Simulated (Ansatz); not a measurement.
System: AlB2-type MgB₂. Method: LDA (PAW; Ansatz, an electronic-structure program).

Numerical settings: plane-wave cutoff 520 eV, 24×24×16 k mesh (along the axes of the cell as run), Fermi–Dirac smearing 0.05 eV, scalar-relativistic PAW data made under PBE.

The volume scan:

```json
[
 {"V (Å³/atom)": "8.822", "E − E_lowest (meV/atom)": "7.57"},
 {"V (Å³/atom)": "9.006", "E − E_lowest (meV/atom)": "1.83"},
 {"V (Å³/atom)": "9.190", "E − E_lowest (meV/atom)": "0.00"},
 {"V (Å³/atom)": "9.374", "E − E_lowest (meV/atom)": "1.73"},
 {"V (Å³/atom)": "9.557", "E − E_lowest (meV/atom)": "6.70"}
]
```

### Question
Fit the third-order Birch–Murnaghan equation and give B0 and B′.

### Answer
V0 = 9.190 Å³/atom, B0 = 155 GPa, B′ = 3.6 (fit to the energies at full precision).

Shape and atoms are relaxed at each volume.

Measured, for comparison: bulk modulus 151 ± 5 GPa (room temperature, not corrected to a static lattice, B' fixed at 4, sources range from 147 to 151; as tabulated in Vogt et al. (2001), arXiv:cond-mat/0102480). Computed less measured: bulk modulus +2.6 % (+2.6 % to +5 % over the range). A static lattice is as a rule a little smaller and stiffer than an uncorrected measurement, which can account for part of this in the bulk modulus.

Computed values are for the static lattice.

Cost on a shared machine: about 5 core-minutes (a rough figure).
